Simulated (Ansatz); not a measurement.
We consider CaS (model structure, Pm-3m, No. 221, 2 atoms in the cell), described by LDA (Ansatz, a quantum-chemistry and plane-wave program, plane waves, PAW).

Settings: plane-wave cutoff 520 eV, 10×10×10 k mesh, Fermi–Dirac smearing 0.01 eV, scalar-relativistic PAW data made under PBE.

Computed at the level's own relaxed cell.

```yaml
crystal:
  lattice:
    - [3.39407, 0.00000, 0.00000]
    - [0.00000, 3.39407, 0.00000]
    - [0.00000, 0.00000, 3.39407]
  atoms:
    - { symbol: Ca, position: [0.00000, 0.00000, 0.00000] }
    - { symbol: S, position: [0.50000, 0.50000, 0.50000] }
```

### Question
List the 9 lowest band energies at Γ above −25 eV (eV, relative to the valence band maximum), grouping those that round alike.

### Answer
At Γ: -21.37 (×3), -12.93, -0.79 (×3), 1.05 (×2).

Note: the relaxation could raise the start's symmetry but not lower it, so the cell can be a saddle point.

A model structure was made by putting elements into a prototype or built by hand; it is no filed structure, need not be a known phase, and can be a saddle point held by its symmetry.
